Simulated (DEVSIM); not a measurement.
Device: TaN/SiO2/n-Ge capacitor, at 300 K.

```
layer (left to right)  material  thickness (nm)  Nd (cm⁻³)
---------------------  --------  --------------  ---------
1                          SiO2            2.60          -
2                            Ge            2200     7.1e16
```

Metal gate on the left, work function 4.4 eV. Fixed charge at the semiconductor interface -2e10 cm⁻² (in units of +e); no interface traps.

Constants are typed, rounded textbook-type inputs, not results; the design itself was drawn at random and stands for no fabricated device. Values at 300 K.

```tsv
parameter	SiO2	Ge
gap (eV)	9	0.664
affinity (eV)	0.9	4
permittivity	3.9	16
Nc (cm⁻³)	-	1.04e19
Nv (cm⁻³)	-	6e18
```

Simulated with DEVSIM: 1D Poisson equation in equilibrium, Boltzmann statistics, complete ionisation; no quantum confinement or tunnelling. Metal contacts follow the ideal Schottky-Mott rule: no Fermi-level pinning, no interface dipoles.

### Question
Give the band bending (positive: bands bend down) and minority sheet density.

### Answer

```json
[
 {"Vg (V)": "-0.45", "ψs (V)": "-0.527", "minority carriers (cm⁻²)": "8.6e11"},
 {"Vg (V)": "-0.3", "ψs (V)": "-0.468", "minority carriers (cm⁻²)": "1.3e11"},
 {"Vg (V)": "-0.15", "ψs (V)": "-0.347", "minority carriers (cm⁻²)": "1.6e9"},
 {"Vg (V)": "0", "ψs (V)": "-0.215", "minority carriers (cm⁻²)": "< 1e8"},
 {"Vg (V)": "0.15", "ψs (V)": "-0.089", "minority carriers (cm⁻²)": "< 1e8"},
 {"Vg (V)": "0.3", "ψs (V)": "0.016", "minority carriers (cm⁻²)": "< 1e8"},
 {"Vg (V)": "0.45", "ψs (V)": "0.081", "minority carriers (cm⁻²)": "< 1e8"},
 {"Vg (V)": "0.6", "ψs (V)": "0.118", "minority carriers (cm⁻²)": "< 1e8"}
]
```
